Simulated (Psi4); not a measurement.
Psi4 1.11, B3LYP/def2-svp: C[SiH](C)O[SiH2]O[SiH2]F, 19 atoms. The geometry is a generated start, not checked to be a minimum at this level.

| Item | Value |
|---|---|
| task | energy |
| method | b3lyp |
| basis | def2-svp |
| memory | 3 GB |
| maxiter | 100 |
| keys of the molecule block | symmetry c1 |
| scf_type | df (default) |
| e_convergence | 1e-06 (default) |
| d_convergence | 1e-06 (default) |
| dft_radial_points | 75 (default) |
| dft_spherical_points | 302 (default) |
| basis functions | 179 |
| grid points | 403090 |

```xyz
19

Si     2.9199    -1.2668    -0.7605
F      3.6363    -2.0499     0.4453
O      2.3213     0.0963    -0.1768
Si     1.5494     1.1775     0.7578
O      0.0070     0.7631     0.9350
Si    -1.5038     0.1907     0.7045
C     -2.5375     1.5622    -0.1089
C     -1.4535    -1.3636    -0.3857
H      3.9671    -0.9048    -1.6946
H      1.8610    -2.1462    -1.2154
H      1.6326     2.4214     0.0045
H      2.1385     1.1438     2.0868
H     -1.9603    -0.1081     2.0669
H     -2.4452     2.4951     0.4399
H     -2.2208     1.7532    -1.1313
H     -3.5905     1.2999    -0.1354
H     -0.7469    -2.0889     0.0075
H     -2.4251    -1.8453    -0.4365
H     -1.1494    -1.1297    -1.4031
```

With the defaults (diis = true, scf_initial_accelerator = adiis, damping_percentage = 0, soscf = false, soscf_start_convergence = 0.01, diis_max_vecs = 10, guess = auto, which took SAD) it converges in 9 SCF iterations. One run each on 2 threads, with these changes:
- diis = false, scf_initial_accelerator = none, damping_percentage = 60
- guess = sap
- diis_max_vecs = 6
- guess = core
- soscf = true, soscf_start_convergence = 0.1
- diis_max_vecs = 20
- diis_max_vecs = 3
- soscf = true
- guess = huckel

Problem. Name the settings that don't reach the solution of the defaults.

Solution. No convergence: diis = false, scf_initial_accelerator = none, damping_percentage = 60 (the run ends without SCF convergence in 100 iterations). The rest reach the solution of the defaults.

| setting | SCF iterations | JK calls | end |
|---|---|---|---|
| soscf = true | 6 | 17 | same solution |
| soscf = true, soscf_start_convergence = 0.1 | 6 | 22 | same solution |
| the defaults | 9 | 10 | same solution |
| diis_max_vecs = 20 | 9 | 10 | same solution |
| guess = sap | 10 | 10 | same solution |
| guess = huckel | 10 | 38 | same solution |
| diis_max_vecs = 6 | 10 | 11 | same solution |
| diis_max_vecs = 3 | 14 | 15 | same solution |
| guess = core | 17 | 17 | same solution |
| diis = false, scf_initial_accelerator = none, damping_percentage = 60 | 100 | 101 | no convergence |

An SOSCF iteration holds several JK calls; a Hückel guess adds calls on atoms.
